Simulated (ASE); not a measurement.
Pair distribution function (Al-P) of AlP (zinc blende), cell Al32P32, with the crystal as the starting point [in the run: it stayed crystalline; mean temperature 294 K (target 300 K); density 2.29 g/cm³, volume +3 % from the start crystal's], from MD at 294 K. Computed with the machine-learned potential CHGNet 0.3.0 (ASE). Volume per atom 20.98 Å³, mean pressure 0.1 GPa. 

| r (Å) | g(r) |
|---|---|
| 1.50 | 0.00 |
| 1.54 | 0.00 |
| 1.58 | 0.00 |
| 1.62 | 0.00 |
| 1.66 | 0.00 |
| 1.70 | 0.00 |
| 1.74 | 0.00 |
| 1.78 | 0.00 |
| 1.82 | 0.00 |
| 1.86 | 0.00 |
| 1.90 | 0.00 |
| 1.94 | 0.00 |
| 1.98 | 0.00 |
| 2.02 | 0.00 |
| 2.06 | 0.00 |
| 2.10 | 0.00 |
| 2.14 | 0.01 |
| 2.18 | 0.22 |
| 2.22 | 1.11 |
| 2.26 | 3.48 |
| 2.30 | 6.52 |
| 2.34 | 10.1 |
| 2.38 | 11.2 |
| 2.42 | 9.70 |
| 2.46 | 7.45 |
| 2.50 | 4.60 |
| 2.54 | 2.36 |
| 2.58 | 1.02 |
| 2.62 | 0.35 |
| 2.66 | 0.13 |
| 2.70 | 0.03 |
| 2.74 | 0.01 |
| 2.78 | 0.00 |
| 2.82 | 0.00 |
| 2.86 | 0.00 |
| 2.90 | 0.00 |
| 2.94 | 0.00 |
| 2.98 | 0.00 |
| 3.02 | 0.00 |
| 3.06 | 0.00 |
| 3.10 | 0.00 |
| 3.14 | 0.00 |
| 3.18 | 0.00 |
| 3.22 | 0.00 |
| 3.26 | 0.00 |
| 3.30 | 0.00 |
| 3.34 | 0.00 |
| 3.38 | 0.00 |
| 3.42 | 0.00 |
| 3.46 | 0.00 |
| 3.50 | 0.00 |
| 3.54 | 0.00 |
| 3.58 | 0.00 |
| 3.62 | 0.00 |
| 3.66 | 0.00 |
| 3.70 | 0.00 |
| 3.74 | 0.00 |
| 3.78 | 0.00 |
| 3.82 | 0.00 |
| 3.86 | 0.00 |
| 3.90 | 0.00 |
| 3.94 | 0.00 |
| 3.98 | 0.00 |
| 4.02 | 0.01 |
| 4.06 | 0.02 |
| 4.10 | 0.05 |
| 4.14 | 0.10 |
| 4.18 | 0.21 |
| 4.22 | 0.38 |
| 4.26 | 0.68 |
| 4.30 | 1.04 |
| 4.34 | 1.62 |
| 4.38 | 2.34 |
| 4.42 | 3.06 |
| 4.46 | 3.77 |
| 4.50 | 4.47 |
| 4.54 | 4.92 |
| 4.58 | 5.07 |
| 4.62 | 4.75 |
| 4.66 | 4.17 |
| 4.70 | 3.47 |
| 4.74 | 2.74 |
| 4.78 | 1.92 |
| 4.82 | 1.35 |
| 4.86 | 0.79 |
| 4.90 | 0.51 |
| 4.94 | 0.26 |
| 4.98 | 0.12 |
| 5.02 | 0.04 |
| 5.06 | 0.02 |

Read off where the first shell ends and the number of neighbours in it.

g is nil from 2.8 to 4.0 Å, so any cut there serves; 4.0 P round each Al and 4.0 Al round each P in the shell, from n = 4πρ∫r²g(r)dr.
